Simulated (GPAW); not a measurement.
GPAW is run on InCu2 (P6_3/mmc, 6 atoms in the cell), and the run fails. The aim is a self-consistent single point with DFT PBEsol, plane waves, GPAW PAW datasets PBEsol (made by gpaw-setup).

Cell that was meant: a = 4.2548 Å, b = 4.2548 Å, c = 5.1847 Å, α = 90.00°, β = 90.00°, γ = 120.00°.

Part of the input:

```python
              pbc=True)

calc = GPAW(mode={'name': 'pw', 'ecut': 800},
            xc='AM05',
            kpts=(7, 7, 5),
            occupations={'name': 'methfessel-paxton', 'width': 0.272, 'order': 1},
            nbands=-14,
```

Output, abridged:

```
Input parameters:
  convergence: {forces: 0.001}
  kpts: [7 7 5]
  maxiter: 150
  mode: {ecut: 800,
         name: pw}
  nbands: -14
  occupations: {name: methfessel-paxton,
                order: 1,
                width: 0.272}
  symmetry: {symmorphic: False,
             tolerance: 0.0005}
  xc: AM05

Traceback (most recent call last):
   [... frames left out ...]
FileNotFoundError: Could not find required PAW dataset file "Cu.AM05".

You need to set the GPAW_SETUP_PATH environment variable to point to
the directories where PAW dataset and basis files are stored.  See
https://gpaw.readthedocs.io/install.html#install-paw-datasets
for details.
```

**Question.** Read the log: what does the program object to, and what is the fix?

**Answer.** The fault is a functional for which no datasets are installed. The program looks for atomic datasets under the functional's name. To fix it, return to the functional that was meant, or generate datasets for the new one. The program stopped before any SCF iteration.

The sound input it was made from differs as follows (other fixes are possible):
```diff
-            xc='AM05',
+            xc='PBEsol',
```

With that input, the run converged in 21 iterations: free energy E − TS (from the program's reference atoms) -22.9438 eV; Fermi level (on the code's own zero) 10.20 eV; pressure 11.45 GPa (DFT PBEsol, plane waves, GPAW PAW datasets PBEsol (made by gpaw-setup)).

On the sound input: the starting cell comes from a database of published, mostly measured structures (it also holds non-ambient and calculated ones), without a prior relaxation at this level. Its lattice was rescaled by a random factor within 2.5 % of one. Spin polarisation is off. With a pressure of about 11 GPa the cell is away from its equilibrium volume at this level.
